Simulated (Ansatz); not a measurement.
Abridged Ansatz (a program for electronic structure) output:

```
Relaxation: its limit of steps is 50 (relax.max_steps)
Pseudopotential: P, paw, valence charge 5
Crystal: 4 atoms, lattice volume = 68.790 Å³
Basis set: ecut = 420 eV, 1337 PW (Γ), exchange–correlation on 72×72×60 points (8 copies of the dense FFT grid, shifted against one another)
Bands: 14, of which v1, the nominal top of the filled ones, is band 10 counted from 1 (9 counted from 0)
Symmetry: 8 space group operations
k-points: 728 of 4536
Functional: x = pbe(κ = 0.804, μ = 0.2195149727645171), c = pbe(β = 0.06672455060314922)
SCF iter   1: F=—  HF=-3024.291380 eV  |F-HF|=—  |Δ(HF+E_count)|=         —  Δρ=4.08e-2  dr2=7.33e-1  ethr=3.10e-3  ⟨swp⟩=7.4  Hψ=78500  notcnv=0
SCF iter   2: F=—  HF=-3024.192795 eV  |F-HF|=—  |Δ(HF+E_count)|=   9.86e-2  Δρ=2.46e-2  dr2=2.83e-1  ethr=3.10e-3  ⟨swp⟩=1.1  Hψ=16097  notcnv=0
SCF 1 converged in 9 iterations: F = -3024.137011 eV  dr2 = 3.95e-11
relax step   1: F+E_penalty+E_count = -3024.13701052 eV  Δ(F+E_penalty+E_count) = +0.000e0 eV  max|allowed force component| = 3.756e-1 eV/Å  Δτ_max = 0.0000 Å  (9 SCF iters, accepted)
Crystal: 4 atoms, lattice volume = 68.790 Å³
SCF iter   1: F=—  HF=-3024.149415 eV  |F-HF|=—  |Δ(HF+E_count)|=         —  Δρ=1.24e-3  dr2=8.60e-4  ethr=3.39e-6  ⟨swp⟩=3.7  Hψ=54463  notcnv=0
SCF iter   2: F=—  HF=-3024.149256 eV  |F-HF|=—  |Δ(HF+E_count)|=   1.58e-4  Δρ=7.16e-4  dr2=2.91e-4  ethr=3.39e-6  ⟨swp⟩=1.0  Hψ=10281  notcnv=0
SCF 2 converged in 7 iterations: F = -3024.149161 eV  dr2 = 2.56e-11
relax step   2: F+E_penalty+E_count = -3024.14916127 eV  Δ(F+E_penalty+E_count) = -1.215e-2 eV  max|allowed force component| = 1.525e-1 eV/Å  Δτ_max = 0.0118 Å  (7 SCF iters, accepted)
Crystal: 4 atoms, lattice volume = 68.790 Å³
SCF iter   1: F=—  HF=-3024.151889 eV  |F-HF|=—  |Δ(HF+E_count)|=         —  Δρ=8.21e-4  dr2=3.63e-4  ethr=1.99e-5  ⟨swp⟩=3.9  Hψ=37547  notcnv=0
SCF iter   2: F=—  HF=-3024.151828 eV  |F-HF|=—  |Δ(HF+E_count)|=   6.11e-5  Δρ=4.82e-4  dr2=1.29e-4  ethr=1.81e-6  ⟨swp⟩=1.4  Hψ=16844  notcnv=0
SCF 3 converged in 6 iterations: F = -3024.151767 eV  dr2 = 2.60e-10
relax step   3: F+E_penalty+E_count = -3024.15176675 eV  Δ(F+E_penalty+E_count) = -2.605e-3 eV  max|allowed force component| = 8.893e-3 eV/Å  Δτ_max = 0.0080 Å  (6 SCF iters, accepted)
Crystal: 4 atoms, lattice volume = 68.790 Å³
SCF iter   1: F=—  HF=-3024.151813 eV  |F-HF|=—  |Δ(HF+E_count)|=         —  Δρ=5.73e-5  dr2=1.65e-6  ethr=9.52e-8  ⟨swp⟩=3.5  Hψ=33633  notcnv=0
[...]
SCF 4 converged in 4 iterations: F = -3024.151779 eV  dr2 = 3.27e-10
relax step   4: F+E_penalty+E_count = -3024.15177893 eV  Δ(F+E_penalty+E_count) = -1.218e-5 eV  max|allowed force component| = 7.123e-4 eV/Å  Δτ_max = 0.0006 Å  (4 SCF iters, accepted)
SCF converged after 4 iterations
Free energy (F): -3024.151779 eV
Internal energy: -3024.141143 eV  (E = F + TS)
E sigma→0 (E₀):  -3024.146461 eV
Entropy (-TS):   -0.010636 eV (-2.659 meV/atom)
Fermi energy:    8.868176 eV
  E_disp       = -1.634172  (pairwise vdW)
--- Forces (eV/Å), atoms counted from 1 ---
  atom   1  P      0.00000000    -0.00047435    -0.00071233
  atom   2  P      0.00000000     0.00047435     0.00071233
  atom   3  P      0.00000000    -0.00047435     0.00071233
  atom   4  P      0.00000000     0.00047435    -0.00071233
--- Stress (GPa, compression-positive) ---
        0.237911       0.000000       0.000000
        0.000000       1.891278       0.000000
        0.000000       0.000000       0.020905
  P = ⅓ Tr σ = 0.7167 GPa (7.167 kbar)
--- Relaxed structure (4 steps of the walk, 4 accepted, 0 SCFs on fresh bases) ---
  atoms:
    - { symbol: P, position: [0.8914158157065104, 0.1085841842934896, 0.07140793070094971] }
    - { symbol: P, position: [0.1085841842934896, 0.8914158157065104, 0.9285920692990501] }
    - { symbol: P, position: [0.39141581570651035, 0.6085841842934897, 0.42859206929905025] }
    - { symbol: P, position: [0.6085841842934897, 0.39141581570651035, 0.5714079307009498] }
```

Question: What was computed, and what are the main results?

Answer: P, 4 atoms in the cell, with PBE-D3(BJ) in Ansatz (plane waves to 420 eV, PAW, without spin-orbit coupling), earlier PAW set. The last SCF converged to F = -3024.151779 eV, or -756.0379 eV per atom, at a pressure of 0.72 GPa. The total energy compares only with runs of the same code, potentials and settings.

The cells carry an imposed strain or load. Stability against distortions was not tested. The cell was made from P in the black-P type structure (space group Cmce, No. 64; layered, stacked along the Cartesian y axis) by this change: uniaxial strain ε_yy = −2.24 %.

Keys are those of Ansatz 0.2.
